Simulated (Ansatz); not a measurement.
For 1T (CdI2-type) MgI2, PBE-D3(BJ) in Ansatz (plane waves, PAW) gives:

lattice constant a: 4.124 Å
lattice parameter c: 6.830 Å

What does PBE0-D4 (Ansatz, an electronic-structure program, plane waves, PAW) give for the same quantities?


- lattice constant a: 4.112 Å (falls by 0.3 %)
- lattice parameter c: 6.802 Å (decreases by 0.4 %)

For comparison: lattice constant a 4.14 Å (measured, temperature not stated, copied from a table, unchecked, no zero-point or thermal correction; as tabulated in Crystal Structures 1, 239 (1963)); lattice parameter c 6.88 Å (measured, temperature not stated, copied from a table, unchecked, not corrected to a static lattice; as tabulated in Crystal Structures 1, 239 (1963)).

Changes are worked out from the printed values.

Unless a cell is named, each level is at its own relaxed cell (PBE-D3(BJ) 33.54, PBE0-D4 33.20 Å³/atom).

Ansatz's density-functional and Hartree–Fock values are scalar-relativistic unless marked +SOC, with PAW data made under PBE.
